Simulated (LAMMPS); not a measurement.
Simulation of a free-standing liquid film of Si, 896 atoms, at 2280 K.

Method: classical MD, pair style meam, file AlSiMgCuFe.meam (LAMMPS).

### Question
What does the simulation give for the excess potential energy of the surface, the surface tension, the number density in the middle?

### Answer
excess potential energy of the surface: 0.69 J/m²; surface tension: 0.33 ± 0.01 N/m; number density in the middle: 0.0459 Å⁻³.
